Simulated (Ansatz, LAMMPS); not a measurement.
## Si well of 9 atomic layers along [001] in random Si0.7Ge0.3, interfaces sharp

Cell 16.67 × 16.67 × 49.64 Å, Si506Ge142, 648 atoms. Prepared with Tersoff's 1989 multicomponent potential (SiCGe.tersoff) run with LAMMPS: minimisation. 

Method: PBE, support functions at accuracy medium on the grid of 370 eV (norm-conserving potentials; Ansatz, an electronic-structure program).

Basis: localised support functions (accuracy medium) on a full density matrix. k-points: zone centre alone; occupations: Fermi-Dirac, 0.010 eV; spin polarisation not allowed. Spin-orbit coupling is left out.

```json
{
  "Kohn-Sham gap of the cell on its k-mesh": "0.42 eV",
  "weight_of_the_highest_filled_level_on_the_well": "0.21",
  "weight_of_the_lowest_empty_level_on_the_well": "0.84",
  "coordination (neighbours within 2.856 Å)": "100.0 % 4-fold",
  "Ge-Ge bonds, mean ± spread": "2.469 ± 0.008 Å",
  "Ge-Si bonds, mean ± spread": "2.425 ± 0.008 Å",
  "Si-Si bonds, mean ± spread": "2.382 ± 0.007 Å",
  "bond angles, mean ± spread": "109.5° ± 1.1°",
  "pressure": "-0.79 GPa",
  "cost_of_the_final_run": "roughly 60 core-minutes, 16 SCF iterations, 13 GiB"
}
```
